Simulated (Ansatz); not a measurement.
CsCl-type TiCo: LDA at its full settings (plane-wave cutoff 520 eV, 18×18×18 k mesh, Fermi–Dirac smearing 0.05 eV, no spin polarisation, scalar-relativistic PAW data made under PBE) and at cheaper ones, in a cell of 2 atoms with Γ-centred meshes.

| level and setting | lattice constant a (Å) | bulk modulus (GPa) |
|---|---|---|
| LDA (Ansatz) | 2.902 | 210 |
| LDA (Γ point alone) (Ansatz) | 2.743 | 323 |
| LDA (2×2×2 k mesh) (Ansatz) | 2.887 | 184 |
| LDA (4×4×4 k mesh) (Ansatz) | 2.903 | [?] |

### Question
What belongs in the gaps?

### Answer

- LDA (4×4×4 k mesh) (Ansatz, a program for electronic structure), bulk modulus (GPa): 215

Largest shifts from the full settings: lattice constant a -5.48 % (LDA (Γ point alone)), against a difference of -3.11 % of the full result from the reference 2.995 Å (measured, room temperature, no zero-point or thermal correction; as tabulated in Yamada et al. (2019), arXiv:1910.09660); bulk modulus +54 % (LDA (Γ point alone)), against a difference of +36 % of the full result from the reference 154 GPa (measured, room temperature, no zero-point or thermal correction; as tabulated in Yamada et al. (2019), arXiv:1910.09660).

Ansatz's density-functional and Hartree–Fock values are scalar-relativistic unless marked +SOC, with PAW data made under PBE.

Run with cheap settings on purpose, which may leave them unconverged: LDA (2×2×2 k mesh), LDA (4×4×4 k mesh), LDA (Γ point alone).
